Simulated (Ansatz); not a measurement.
**Pressure series in Cu3N**

Base system: Cu₃N (space group Pm-3m, No. 221; a = 3.827 Å).

Cell and atoms are relaxed at each pressure.

Level of theory: Ansatz (a quantum-chemistry and plane-wave program) PBE, no spin-orbit coupling.

| change | density | shortest interatomic distance |
|---|---|---|
| base | 6.06 g/cm³ | 1.913 Å |
| pressure −2 GPa | 5.96 g/cm³ | 1.925 Å |
| pressure −1 GPa | 6.01 g/cm³ | 1.919 Å |
| pressure 0.9 GPa | 6.11 g/cm³ | 1.909 Å |
| pressure 9 GPa | 6.48 g/cm³ | 1.872 Å |
| pressure 15 GPa | 6.71 g/cm³ | 1.850 Å |
| pressure 22.5 GPa | 6.97 g/cm³ | 1.827 Å |
| pressure 30 GPa | ___ | ___ |

Problem. Some entries are withheld; estimate them.

Solution. 
- pressure 30 GPa, density: 7.20 g/cm³
- pressure 30 GPa, shortest interatomic distance: 1.807 Å

The mesh was chosen for an insulator and is coarse for the gapless case. Load acts through the strain it causes; cell and atoms are relaxed under it. Stability against distortions was not tested. No other phases were tried under pressure. The final runs are not spin-polarised.
